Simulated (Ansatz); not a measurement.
Base system: C in the diamond structure (space group Fd-3m, No. 227; a = 3.560 Å). Axes: x, y, z lie along the cube axes.

All numbers come from Ansatz (a first-principles code), r2SCAN, PAW, cutoff 500 eV, no spin-orbit coupling.

Now apply this change: the cell is scaled by 1.0100 in all directions; the atoms relax in the strained cell.

Q: Predict the stress tensor and what it implies for the stiffness.

A: Stress of the strained cell less that of the base (GPa, compression positive):
```
 -12.74    0.00    0.00
   0.00  -12.74    0.00
   0.00    0.00  -12.74
```

Then B = −ΔP/(ΔV/V₀) with ΔV/V₀ = 0.0303 gives secant stiffness values (nonlinear terms included at this strain): B ≈ 420 GPa.

As a check, the harmonic strain energy −½ V₀ Δσ:ε is 6.7 meV/atom; the computed energy rise is 6.9 meV/atom.

Stability against distortions was not tested.
